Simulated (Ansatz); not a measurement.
The starting structures come from a database of crystals and need not be the phases stable at ambient conditions.

By PBEsol, the system below comes out a metal.

Without scattering a metal conducts by its projected Fermi surface.

Given:

```xyz
2
Lattice="3.6894 0.0000 0.0000 0.0000 3.6894 0.0000 1.8447 -1.8447 2.6088" Properties=species:S:1:pos:R:3 pbc="T T T"
Sc     1.8447     1.8447     0.0000
S      0.0000     0.0000     0.0000
```

Space group of this cell: Fm-3m, rock salt. The cell is taken as given; by PBEsol its mean pressure is -4.1 GPa.

The current flows along the normal of the first two printed cell vectors, the (001) plane of the conventional cell. No spin-orbit coupling; the value is a mean over 0.1 eV about the Fermi level.

Task: Compute, with PBEsol (Ansatz, an electronic-structure program), the ballistic conductance per area.

Result: 0.80 × 10¹⁵ S/m² for both spins.
